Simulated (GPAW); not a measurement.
## GPAW run on W (Im-3m, 1 atom in the cell): self-consistent single point

Level of theory: PBE, GPAW PAW datasets PBE (gpaw-data 1.0.1) (plane waves; GPAW 25.7.0).

Input:

```python
from ase import Atoms
from ase.units import GPa
from gpaw import GPAW, PW, FermiDirac

atoms = Atoms(['W'],
              cell=[[-1.572100, 1.572100, 1.572100],
                    [1.572100, -1.572100, 1.572100],
                    [1.572100, 1.572100, -1.572100]],
              scaled_positions=[[0.000000, 0.000000, 0.000000]],
              pbc=True)

calc = GPAW(mode=PW(600),
            xc='PBE',
            kpts=(11, 11, 11),
            occupations=FermiDirac(0.1),
            nbands=-7,
            convergence={'density': 1e-05, 'energy': 1e-05},
            symmetry={'symmorphic': False, 'tolerance': 0.0005},
            maxiter=100,
            txt='-')

atoms.calc = calc

energy = atoms.get_potential_energy()
print('Energy (eV):', round(energy, 6))
forces = atoms.get_forces()
print('Forces (eV/Ang):')
print(forces.round(5))
stress = atoms.get_stress()
print('Stress (GPa, Voigt):', (stress / GPa).round(4))
```

The program printed (abridged):

```
Input parameters:
  convergence: {density: 1e-05,
                energy: 1e-05}
  kpts: [11 11 11]
  maxiter: 100
  mode: {ecut: 600.0,
         name: pw}
  nbands: -7
  occupations: {fixmagmom: False,
                name: fermi-dirac,
                width: 0.1}
  symmetry: {symmorphic: False,
             tolerance: 0.0005}
  xc: PBE

species:
  W:
    name: Tungsten
    Z: 74.0
    valence: 14
    core: 60
    charge: 0.0
    file: W.PBE.gz

    # Using partial waves for W as LCAO basis

Reference energy: -438771.671655  # eV

Spin-paired calculation

Convergence criteria:
 Maximum [total energy] change in last 3 cyles: 1e-05 eV / valence electron
 Maximum integral of absolute [dens]ity change: 1e-05 electrons / valence electron
 Maximum integral of absolute [eigenst]ate change: 4e-08 eV^2 / valence electron
 Maximum number of scf [iter]ations: 100

Symmetries present (total): 48
Symmetries with fractional translations: 0
1331 k-points: 11 x 11 x 11 Monkhorst-Pack grid
56 k-points in the irreducible part of the Brillouin zone
       k-points in crystal coordinates                weights
   0:     0.00000000    0.00000000    0.00000000          1/1331
   1:     0.09090909    0.00000000    0.00000000         12/1331
   2:     0.09090909    0.09090909   -0.09090909          6/1331
   [... 7 lines left out ...]
          ...
  55:     0.45454545    0.45454545    0.45454545          8/1331

Wave functions: Plane wave expansion
  Cutoff energy: 600.000 eV
  Number of coefficients (min, max): 490, 535
  Pulay-stress correction: 0.000000 eV/Ang^3 (de/decut=0.000000)

Occupation numbers: Fermi-Dirac:
  width: 0.1000  # eV

Eigensolver

Densities:
  Coarse grid: 16*16*16 grid
  Fine grid: 32*32*32 grid
  Total Charge: 0.000000

Density mixing:
  Method: separate
  Backend: pulay
  Linear mixing parameter: 0.05
  old densities: 5
  Damping of long wavelength oscillations: 50

Hamiltonian:
  XC and Coulomb potentials evaluated on a 32*32*32 grid
  External potential:
    NoExternalPotential

XC parameters: PBE with 2 nearest neighbor stencil

Number of atoms: 1
Number of atomic orbitals: 13
Number of bands in calculation: 14
Number of valence electrons: 14
Bands to converge: occupied

Density initialized from atomic densities
  13 bands from LCAO basis set
  1 band from random numbers

Atomic positions and initial magnetic moments

Positions:
   0 W      0.000000    0.000000    0.000000    ( 0.0000,  0.0000,  0.0000)

Unit cell:
           periodic     x           y           z      points  spacing
  1. axis:    yes   -1.572100    1.572100    1.572100    16     0.1390
  2. axis:    yes    1.572100   -1.572100    1.572100    16     0.1390
  3. axis:    yes    1.572100    1.572100   -1.572100    16     0.1390

  Lengths:   2.722957   2.722957   2.722957
  Angles:  109.471221 109.471221 109.471221

Effective grid spacing dv^(1/3) = 0.1560

     iter     time        total  log10-change:
                         energy   eigst   dens
iter:   1 --:--:--   -11.752442
iter:   2 --:--:--   -11.720268   -2.15  -1.30
iter:   3 --:--:--   -11.584105   -1.59  -1.32
iter:   4 --:--:--   -11.575078   -4.43  -1.96
iter:   5 --:--:--   -11.539346   -2.76  -1.99
iter:   6 --:--:--   -11.539742   -4.45  -2.68
iter:   7 --:--:--   -11.539719   -6.36  -3.51
iter:   8 --:--:--   -11.539683c  -5.70  -3.52
iter:   9 --:--:--   -11.539684c  -7.47c -4.49
iter:  10 --:--:--   -11.539683c  -8.08c -4.49
iter:  11 --:--:--   -11.539683c  -9.73c -5.83c

Converged after 11 iterations.

Dipole moment: (-0.000000, 0.000000, -0.000000) |e|*Ang

Energy contributions relative to reference atoms: (reference = -438771.671655)

Kinetic:        +10.946704
Potential:      -12.021496
External:        +0.000000
XC:             -10.447426
Entropy (-ST):   -0.022026
Local:           -0.006453
SIC:             +0.000000
--------------------------
Free energy:    -11.550696
Extrapolated:   -11.539683

Showing only first 2 kpts
 Kpt  Band  Eigenvalues  Occupancy
  0     5     13.72045    1.99999
  0     6     13.72045    1.99999
  0     7     13.72045    1.99999
  0     8     17.26710    0.00000

  1     5     13.47685    2.00000
  1     6     13.65334    2.00000
  1     7     14.11513    1.99966
  1     8     16.90846    0.00000

Fermi level: 14.98181

No gap
No difference between direct/indirect transitions
Energy (eV): -11.539683

Forces in eV/Ang:
  0 W     0.00000    0.00000    0.00000

Stress tensor:
    -0.076480     0.000000     0.000000
     0.000000    -0.076480    -0.000000
     0.000000    -0.000000    -0.076480
Stress (GPa, Voigt): [-12.2534 -12.2534 -12.2534  -0.       0.       0.    ]
```

The run converged in 11 iterations. GPAW prints stress with tension positive.

The starting cell has typed, rounded lattice constants, without a prior relaxation at this level. Its lattice was rescaled by up to half a per cent. Spin-orbit coupling is off. Spin polarisation is off. With a pressure of about 12 GPa the cell is away from its equilibrium volume at this level.
